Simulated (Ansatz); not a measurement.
The reference is ZnO in the wurtzite structure (space group P6_3mc, No. 186; a = 3.230 Å, c = 5.214 Å). Axes: x lies along a and z along c of the hexagonal cell.

Method: DFT with PBEsol, PAW potentials and a 420 eV plane-wave cutoff in Ansatz (a first-principles code), spin-orbit coupling left out.

For the base:

```
Item                                  Value
---------------------  --------------------
Gap character                   direct at Γ
Valence-band top at Γ  0.00, 0.00, -0.10 eV
```

One thing is altered: the cell is stretched by 1.80 % along z with no lateral relaxation, atoms relaxed at fixed cell.

Question: What happens to the energy relative to the base, largest internal atomic displacement, gap character and valence-band top at Γ?

Answer: The energy grows by 2.6 meV/atom; the largest internal atomic displacement comes out as 0.011 Å; the gap character is still direct at Γ; the valence-band top at Γ (three highest levels, from the VBM) goes from 0.00, 0.00, -0.10 eV to 0.00, 0.00, -0.11 eV.

The cells carry an imposed strain or load. Stability against distortions was not tested.
